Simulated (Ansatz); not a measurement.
composition GaGe15, cell Ga4Ge60, held well above this temperature first, at a temperature that wasn't checked against the liquidus, so perhaps supercooled [in the run: it was liquid; mean temperature 1209 K (target 1290 K); density 5.00 g/cm³; mean pressure -0.7 GPa against a target of 0; one k-point, which a denser mesh shifts by 0.2 GPa in pressure and 0.09 eV/Å in forces]. The solute's share, one atom in sixteen, is far above doping levels in devices. Bonds are counted up to Ga-Ga 3.58 Å, Ga-Ge 3.90 Å, Ge-Ge 3.54 Å.

Problem. What distribution of Ge-Ge-Ge angles does PBE in Ansatz (an electronic-structure program) give?

Solution. mean 98°, standard deviation 33°.
(angle (°), p (1/°)): (1.5, 0.0000); (4.5, 0.0000); (7.5, 0.0000); (10.5, 0.0000); (13.5, 0.0000); (16.5, 0.0000); (19.5, 0.0000); (22.5, 0.0000); (25.5, 0.0000); (28.5, 0.0000); (31.5, 0.0000); (34.5, 0.0000); (37.5, 0.0000); (40.5, 0.0004); (43.5, 0.0022); (46.5, 0.0058); (49.5, 0.0094); (52.5, 0.0111); (55.5, 0.0114); (58.5, 0.0113); (61.5, 0.0102); (64.5, 0.0097); (67.5, 0.0092); (70.5, 0.0090); (73.5, 0.0093); (76.5, 0.0096); (79.5, 0.0095); (82.5, 0.0096); (85.5, 0.0097); (88.5, 0.0096); (91.5, 0.0097); (94.5, 0.0100); (97.5, 0.0101); (100.5, 0.0098); (103.5, 0.0098); (106.5, 0.0097); (109.5, 0.0093); (112.5, 0.0092); (115.5, 0.0090); (118.5, 0.0086); (121.5, 0.0084); (124.5, 0.0078); (127.5, 0.0075); (130.5, 0.0074); (133.5, 0.0069); (136.5, 0.0064); (139.5, 0.0061); (142.5, 0.0058); (145.5, 0.0054); (148.5, 0.0051); (151.5, 0.0046); (154.5, 0.0041); (157.5, 0.0037); (160.5, 0.0032); (163.5, 0.0027); (166.5, 0.0021); (169.5, 0.0018); (172.5, 0.0012); (175.5, 0.0008); (178.5, 0.0003)
